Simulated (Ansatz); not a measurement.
**Sr3Sn2O7 (Cmcm, No. 63, 24 atoms in the cell; start mp-17743)**

All values below come from r²SCAN (Ansatz, a quantum-chemistry and plane-wave program, plane waves, PAW).

Settings: plane-wave cutoff 560 eV, 6×6×6 k mesh, Fermi–Dirac smearing 0.01 eV, scalar-relativistic PAW data made under PBE.

Cell (relaxed with PBEsol):

Sn2Sr3O7 has the orthorhombic space group Cmcm (No. 63), Pearson symbol oS48. Lattice parameters: a = 20.409 Å, b = 5.810 Å, c = 5.714 Å, α = β = γ = 90.00°. Sr1 on 4c has 12 O at 2.499–3.311 Å. Sr2 on 8g has 4 O at 2.391–2.578 Å and 4 O at 2.879–2.915 Å and 1 O at 3.339 Å. Sn on 8g is surrounded by 6 O at 2.048–2.071 Å (octahedral). O1 on 8e has 2 Sn at 2.071 Å and 2 Sr at 2.623 Å and 2 Sr at 2.915 Å. O2 on 8e sees 2 Sn at 2.052 Å and 2 Sr at 2.578 Å and 2 Sr at 3.096 Å. O3 on 8g sees 1 Sn at 2.048 Å and 2 Sr at 2.391–2.487 Å and 2 Sr at 2.879 Å and 1 Sr at 3.339 Å. O4 on 4c has 2 Sn at 2.064 Å and 1 Sr at 2.499 Å and 2 Sr at 2.897 Å and 1 Sr at 3.311 Å. (Neighbours: up to the widest gap in distance over summed covalent radii, below 1.35, at either atom; cation-cation and far metal-metal contacts left out.)
(The calculation used a cell of 24 atoms; values per cell refer to that cell.)

* **band gap**: 3.17 eV
* **smallest direct gap on the k points sampled**: 3.30 eV

Note: cell and atoms aren't relaxed at this level (largest force component 0.21 eV/Å, pressure 0.6 GPa).

Spin–orbit coupling is not included.

A start named mp-… is a Materials Project structure, which need not be a measured phase.
